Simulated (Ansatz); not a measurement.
**TiPt (Pmma, No. 51; cell taken from a computed entry)**

Calculation: PBEsol in Ansatz (plane waves, PAW).

Run with plane-wave cutoff 520 eV, 12×20×12 k mesh (along the axes of the cell as run), Fermi–Dirac smearing 0.05 eV, no spin polarisation, scalar-relativistic PAW data made under PBE.

Cell (relaxed at this level):

```
CELL_PARAMETERS angstrom
      4.57212     0.00000     0.00000
      0.00000     2.74150     0.00000
      0.00000     0.00000     4.82216
ATOMIC_POSITIONS crystal
  Ti 0.25000 0.50000 0.69627
  Ti 0.75000 0.50000 0.30373
  Pt 0.25000 0.00000 0.18712
  Pt 0.75000 0.00000 0.81288
```

```
Item           Result
------------  -------
band gap         none
bulk modulus  212 GPa
```

Note: the relaxation could not lower the start's symmetry, so the cell can be a saddle point above a distorted one; the bulk modulus is −V dP/dV from two relaxed cells at ±2 % in volume.

Spin–orbit coupling is not included.

Static lattice: no zero-point or thermal effects.

Ansatz is an electronic-structure program.
